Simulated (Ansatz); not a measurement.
C11b MoSi2, treated with PBE (Ansatz, a program for electronic structure, PAW).

Numerical settings: plane-wave cutoff 520 eV, 24×24×24 k mesh, Fermi–Dirac smearing 0.05 eV, no spin polarisation, scalar-relativistic PAW data made under PBE.

Computed points:

```
V (Å³/atom)  E − E_lowest (meV/atom)  P (GPa)
-----------  -----------------------  -------
13.036                         14.88     9.12
13.308                          3.58     4.31
13.579                          0.00     0.00
13.851                          3.34    -3.87
14.122                         12.89    -7.33
```

Problem. Estimate the bulk modulus and its pressure derivative from these points.

Solution. V0 = 13.579 Å³/atom, B0 = 204 GPa, B′ = 4.5 (fit to the energies at full precision).

Shape and atoms are relaxed at each volume.

Measured, for comparison: bulk modulus 222 ± 2 GPa (room temperature, not corrected to a static lattice, B' = 4; as tabulated in Structural stability of MoSi2 and Mo5Si3 under high pressure, Chin. Phys. B 26 …). Computed (rounded) less measured: bulk modulus -8 %.

Note: the bulk modulus comes from volumes at which shape and atoms were relaxed.
